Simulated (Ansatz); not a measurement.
**Effect of isotropic strain −1.13 % on hypothetical R-3m KTlS2**

Consider KTlS$_{2}$ (space group R-3m, No. 166; a = 3.984 Å, c = 21.707 Å (hexagonal axes); a hypothetical phase, not in the database extracts checked).

Modification: the cell is scaled by 0.9887 in all directions, atoms relaxed at fixed cell.

The values are results of Ansatz (a first-principles code) PBEsol, without spin-orbit coupling, not measurements. Settings: 10×10×10 k-points, 0.05 eV Fermi–Dirac smearing.

```json
[
 {"quantity": "volume per atom", "base": "24.86 Å³", "changed": "24.03 Å³", "shift": "-0.83 Å³"},
 {"quantity": "space group", "base": "R-3m (No. 166)", "changed": "R-3m (No. 166)", "shift": "–"},
 {"quantity": "shortest interatomic distance", "base": "2.729 Å", "changed": "2.708 Å", "shift": "-0.021 Å"},
 {"quantity": "energy relative to the base (free energy F)", "base": "0 meV/atom", "changed": "+3.9 meV/atom", "shift": "+3.9 meV/atom"},
 {"quantity": "pressure (mean of the normal stresses, compression positive)", "base": "0.00 GPa", "changed": "1.56 GPa", "shift": "+1.56 GPa"},
 {"quantity": "band gap", "base": "0.89 eV", "changed": "1.00 eV", "shift": "+0.11 eV"},
 {"quantity": "gap character", "base": "indirect, T → Γ", "changed": "indirect, T → Γ", "shift": "–"},
 {"quantity": "smallest direct gap", "base": "1.02 eV", "changed": "1.15 eV", "shift": "+0.13 eV"},
 {"quantity": "mean gap deformation potential ΔEg/Δln V", "base": "–", "changed": "-3.2 eV", "shift": "–"},
 {"quantity": "width of the top valence band", "base": "0.50 eV", "changed": "0.55 eV", "shift": "+0.05 eV"},
 {"quantity": "electron mass", "base": "0.22 mₑ along c, 0.16 mₑ across (at Γ)", "changed": "0.22 mₑ along c, 0.16 mₑ across (at Γ)", "shift": "–"}
]
```

With Tl present, leaving out spin-orbit coupling can change the band edges. Effective masses come from finite differences of ±0.01 Å⁻¹. Stability against distortions was not tested.
